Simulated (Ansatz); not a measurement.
Start from VI3 (space group P6_3/mmc, No. 194; ferromagnetic; a cell from a computed database, its experimental status unchecked; made of chains).

```
CELL_PARAMETERS angstrom
     10.20955     0.00000     0.00000
     -5.10477     8.84173     0.00000
      0.00000     0.00000     3.60103
ATOMIC_POSITIONS crystal
  V  0.33333 0.66667 0.75000
  V  0.66667 0.33333 0.25000
  I  0.21652 0.43304 0.25000
  I  0.78348 0.56696 0.75000
  I  0.78348 0.21652 0.75000
  I  0.21652 0.78348 0.25000
  I  0.56696 0.78348 0.25000
  I  0.43304 0.21652 0.75000
```

Computed with Ansatz (a program for electronic structure), PBEsol, PAW, cutoff 420 eV, no SOC.

One change was made to it. Results:

The lattice parameter a decreases by 0.9994 Å (10.210 Å → 9.210 Å); the c/a ratio grows by 0.032 to 0.385; the magnetic state remains ferromagnetic; the largest site moment stays essentially unchanged (1.94 μB against 1.91 μB).

**Question.** Which change produced these results?
(A) pressure 0.7 GPa
(B) pressure 0.3 GPa
(C) pressure 3 GPa
(D) pressure 1.5 GPa

**Answer.** C, pressure 3 GPa. For comparison, the lattice parameter a in the other runs: pressure 0.7 GPa gives 9.759 Å; pressure 1.5 GPa gives 9.500 Å; pressure 0.3 GPa gives 9.961 Å.

Other magnetic orders, which the real material may have, were not ruled out. Load acts through the strain it causes; cell and atoms are relaxed under it. No phonon test of stability was made. No dispersion term is included in the PBEsol runs.
